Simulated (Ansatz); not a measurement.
## NiO: pressure series

Consider NiO in the rock salt structure (space group Fm-3m, No. 225; ferromagnetic).

```cif
data_Ni4O4
_chemical_formula_sum 'O4 Ni4'
_space_group_name_H-M_alt 'Fm-3m'
_space_group_IT_number 225
_space_group_name_Hall '-F 4 2 3'
_cell_length_a 4.18863
_cell_length_b 4.18863
_cell_length_c 4.18863
_cell_angle_alpha 90.000
_cell_angle_beta 90.000
_cell_angle_gamma 90.000
loop_
_atom_site_label
_atom_site_type_symbol
_atom_site_symmetry_multiplicity
_atom_site_Wyckoff_symbol
_atom_site_fract_x
_atom_site_fract_y
_atom_site_fract_z
_atom_site_occupancy
O1 O 4 a 0.00000 0.00000 0.00000 1
Ni1 Ni 4 b 0.50000 0.50000 0.50000 1
```
(The calculation used a cell of 2 atoms; values per cell refer to that cell.)

Cell and atoms are relaxed at each pressure.

All numbers come from r2SCAN/PAW in Ansatz (an electronic-structure program), no spin-orbit coupling.

Candidates:
(a) pressure 9 GPa
(b) pressure 0.9 GPa
(c) pressure 30 GPa

Base values:

The band gap is 0.82 eV.

Problem. Order them by band gap, lowest first.

Solution. (c) pressure 30 GPa (0.39 eV), (a) pressure 9 GPa (0.69 eV), (b) pressure 0.9 GPa (0.81 eV)

Load acts through the strain it causes; cell and atoms are relaxed under it. Stability against distortions was not tested. Competing high-pressure phases were not computed. No Hubbard U is applied and the magnetic state is the run's own (NiO ferromagnetic); small cells can't hold the antiferromagnetic order that many such compounds have, so gaps and moments can be off. A gap here joins edges of opposite spin (a spin-flip gap). In its common phase, real NiO is an antiferromagnetic insulator at low temperature.
